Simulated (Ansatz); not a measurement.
Results of LDA (Ansatz, a quantum-chemistry and plane-wave program, PAW) for CsCl-type TiRu.

Settings: plane-wave cutoff 500 eV, 18×18×18 k mesh, Fermi–Dirac smearing 0.1 eV, no spin polarisation, scalar-relativistic PAW data made under PBE.

Computed at the level's own relaxed cell.

Question: Predict the equilibrium volume per atom and lattice constant a.

Answer: 
- equilibrium volume per atom = 13.79 Å³/atom
- lattice constant a = 3.021 Å

The run finds no gap.

The computed numbers hold no vibrational or temperature effects.

Cost on a shared machine: roughly 40 core-seconds.
